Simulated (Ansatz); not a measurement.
Be3N2 (Ia-3, No. 206) was calculated with rVV10 (PAW; Ansatz, a program for electronic structure).

Settings: plane-wave cutoff 520 eV, 6×6×6 k mesh, Fermi–Dirac smearing 0.01 eV, scalar-relativistic PAW data made under PBE.

Results at a series of volumes:

```csv
V (Å³/atom),E − E_lowest (meV/atom)
6.546,7.70
6.683,1.86
6.819,0.00
6.956,1.75
7.092,6.80
```

Task: Estimate the bulk modulus and its pressure derivative from these points.

Result: V0 = 6.819 Å³/atom, B0 = 212 GPa, B′ = 3.7 (fit to the energies at full precision).

Static lattice: no zero-point or thermal effects.
